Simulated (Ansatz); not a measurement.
Band-edge transport in semiconductors and insulators: compounds that share space group F-43m and stoichiometry, Ansatz (a program for electronic structure) with PBEsol, rigid bands; geometry: cell and atoms relaxed with PBEsol.

```tsv
Compound	volume per atom (Å³)	band gap	electron conductivity mass	Seebeck coefficient, n-type 1e19 cm⁻³
AlAs	22.8	?	0.33 mₑ	-263 μV/K
InP	25.4	0.57 eV	?	-43 μV/K
BP	11.5	1.11 eV	?	-336 μV/K
GaP	20.1	1.45 eV	0.34 mₑ	-332 μV/K
BN	5.9	4.30 eV	0.39 mₑ	-283 μV/K
AlP	20.5	1.45 eV	0.33 mₑ	-263 μV/K
ZnSe	22.3	?	0.102 mₑ	-65 μV/K
ZnS	19.2	2.08 eV	0.179 mₑ	-104 μV/K
```

Q: Complete the blanks.

A: 
- AlAs, band gap: 1.34 eV
- InP, electron conductivity mass: 0.056 mₑ
- BP, electron conductivity mass: 0.33 mₑ
- ZnSe, band gap: 1.24 eV

Masses are for dilute carriers at 300 K, harmonic means over directions unless an axis is named. Seebeck coefficients are for the stated density at 300 K, with one relaxation time for all states and whether or not that doping can be reached. Spin-orbit coupling is left out.
